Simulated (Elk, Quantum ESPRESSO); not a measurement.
Equation of state of hcp Sc (space group 194): energy against volume (Elk, PBE)

```
Sc
1.0
    3.25115     0.00000     0.00000
   -1.62557     2.81557     0.00000
    0.00000     0.00000     5.17629
Sc
2
Direct
  0.66667   0.33333   0.75000
  0.33333   0.66667   0.25000
```

Computed with PBE, all-electron FP-LAPW, Elk's shipped species files, default APW+lo basis in Elk. Settings: xctype = 20; rgkmax = 7.98; stype = 3; swidth = 0.00183747 Ha; ngridk = 20 20 11; sphere radii = {Sc: 2.4} bohr. The cell above is the first row's. The rows scale it uniformly. In all rows fractional positions and the k mesh are held. E is the free energy at the stated smearing, counted from the lowest row.

```csv
V (Å^3/atom),E (meV/atom)
23.691,10.20
24.207,3.04
24.722,0.00
25.237,0.61
25.752,4.65
26.267,11.80
26.782,21.76
27.297,34.27
27.812,?
```

The 8 complete rows are fitted with the third-order Birch-Murnaghan form, a cubic in V^(-2/3), E against V. With u = V^(-2/3) - 0.116, the rows have u = 0.005230, 0.003501, 0.001836, 0.000227, -0.001327, -0.002831, -0.004287, -0.005696. Least squares gives E = 1.006 - 1829.8·u + 694745·u² - 1664787·u³. Residuals (row less fit): -0.001, -0.004, 0.022, -0.016, -0.011, 0.008, 0.010, -0.007; standard error 0.017 (degrees of freedom: 4). Its minimum lies at u = 0.001323, so V0 = (0.117323)^(-3/2) = 24.88. There d²E/du² = 1376000 and d³E/du³ = -9989000, so B0 = (4/9) × 24.88^(-7/3) × 1376000 × 0.160218 = 54.2 GPa (the last factor turns the table's units into GPa), and B0' = 4 + (2/3) × 0.117323 × (-9989000)/1376000 = 3.4.

Q: What does the fit predict for E at V = 27.812, and how far is the calculated value from it?

A: u = -0.007062, so E = 1.006 - 1829.8 × (-0.007062) + 694745 × (-0.007062)² - 1664787 × (-0.007062)³ = 49.163 meV/atom. The calculation gives 49.12 meV/atom, 0.043 meV/atom below the prediction (0.1 % of the range of E in the table). The row lies outside the fitted rows, so this is an extrapolation. From the scatter of the fitted rows alone, a prediction at this place has a standard error of 0.040 meV/atom, so the miss is 1.1 times that.

Carrying the step between the two nearest rows on in a straight line would have given 46.78, off by 2.34; series whose last step already gives the withheld value aren't shown. The scan was laid around a cell of about the measured size, scaled by a guess for this functional; axis ratios and inner coordinates come from that cell. The runs keep the symmetry of the cell, so they don't test it for distortions. A plane-wave scan with the same functional (Quantum ESPRESSO, GBRV) gives V0 = 24.67 Å^3/atom and B0 = 54.2 GPa; a Birch-Murnaghan fit to all rows here lies 0.9 % from it in V0 and 0 % in B0; the two differ in basis, and may differ in potentials and mesh. Values depend on the basis (sphere radii, cutoffs, local orbitals), which need not be converged. The shape of the cell and the inner coordinates aren't relaxed, so V0 and B0 belong to this uniform scaling; a relaxed crystal lies no higher in energy and is usually softer. Sphere radii are the same in all rows. Cutoffs and mesh are single choices, not tested for convergence of this quantity. Series with a scatter that would blur these digits, or in which a gap closes, are not shown. Nor are scans whose minimum lies at an end fitted in this form.
